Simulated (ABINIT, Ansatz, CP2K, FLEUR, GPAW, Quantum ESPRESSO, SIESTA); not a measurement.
Code comparison for AlN (P6_3mc, 4 atoms in the cell)

Self-consistent single point.

```
AlN
1.0
    3.12859     0.00000     0.00000
   -1.56429     2.70944     0.00000
    0.00000     0.00000     5.01696
Al N
2 2
Cartesian
  1.56430   0.90315   2.50492
  0.00000   1.80629   5.01340
  1.56430   0.90315   4.41849
  0.00000   1.80629   1.91001
```

All programs got the same cell, k-point mesh and kind of occupations (in Ansatz's words: kpoints.mp_grid.grid = 10 10 6; scf.occupations.method = fermi_dirac; scf.occupations.width = 0.02 eV); potentials, basis and cutoffs are each program's usual ones.

```json
[
 {"code": "CP2K", "model": "PBE, GPW, DZVP-MOLOPT-SR-GTH basis, GTH-PBE potentials (GTH_POTENTIALS)", "pressure (GPa)": "-0.24", "largest force (eV/Å)": "0.022", "gap on the mesh (eV)": "4.165", "k-points": "304", "cutoff": "grid 400 Ry"},
 {"code": "Ansatz", "model": "PBE, default PAW files", "pressure (GPa)": "-0.24", "largest force (eV/Å)": "0.004", "gap on the mesh (eV)": "4.047", "k-points": "56", "cutoff": "420 eV"},
 {"code": "SIESTA", "model": "GGA PBE, numerical atomic orbitals TZP, PseudoDojo PBE standard norm-conserving potentials (rewritten from UPF to PSML)", "pressure (GPa)": "1.00", "largest force (eV/Å)": "0.023", "gap on the mesh (eV)": "4.167", "k-points": "338", "cutoff": "grid 300 Ry"},
 {"code": "Quantum ESPRESSO", "model": "PBE, PseudoDojo standard norm-conserving (PBE) pseudopotentials", "pressure (GPa)": "-0.08", "largest force (eV/Å)": "0.003", "gap on the mesh (eV)": "4.055", "k-points": "56", "cutoff": "85 Ry"},
 {"code": "FLEUR", "model": "PBE, all-electron FLAPW (FLEUR), scalar-relativistic valence", "pressure (GPa)": "–", "largest force (eV/Å)": "–", "gap on the mesh (eV)": "4.066", "k-points": "56", "cutoff": "Kmax 4.6 1/bohr"},
 {"code": "ABINIT", "model": "PBE, PAW (JTH v2.0 PBE PAW)", "pressure (GPa)": "0.64", "largest force (eV/Å)": "0.004", "gap on the mesh (eV)": "4.038", "k-points": "56", "cutoff": "26 Ha"},
 {"code": "GPAW", "model": "PBE, GPAW PAW datasets PBE (gpaw-data 1.0.1)", "pressure (GPa)": "–", "largest force (eV/Å)": "0.003", "gap on the mesh (eV)": "4.064", "k-points": "56", "cutoff": "950 eV"}
]
```

A dash marks a value that a program does not give, or that is left out as unsure.

Gaps are read on the mesh.

The spread over the programs that give each value: pressure within 1.24 GPa; largest force within 0.020 eV/Å; gap on the mesh within 0.129 eV.

The starting cell comes from a database of computed structures (which also holds hypothetical and non-ambient phases and stackings), without a prior relaxation at this level.

Task: Why do the programs differ, and what cannot be compared?

Result: Differences of this kind can come from the potentials, where these differ, and from what each basis and cutoff leave unconverged. The zero of total energies and Fermi levels follows the potentials and each program's conventions, so they are not compared here. CP2K and SIESTA use small atom-centred bases, whose incompleteness enters pressures, forces and empty levels differently from a plane-wave cutoff. FLEUR treats all electrons, but the usual bases taken here (sphere radii, linearisation, local orbitals, empty states) were not tested for convergence, so the values are no reference for the others. Ansatz's pressure is given at a fixed set of plane waves, as the other plane-wave codes print theirs; with its correction for the finite basis it is 0.25 GPa (the shift of 0.49 GPa shows how far the cutoff is from converged). The pressure of GPAW is left out: its cutoff lies under the one at which its stress was checked. The programs reduce the same mesh by symmetry to different extents, which changes the work and not the result. In the pressure, SIESTA (by 1.08) lies more than 1 GPa from the median of the plane-wave programs.

Ansatz is a first-principles code.

Keys are those of Ansatz 0.2.
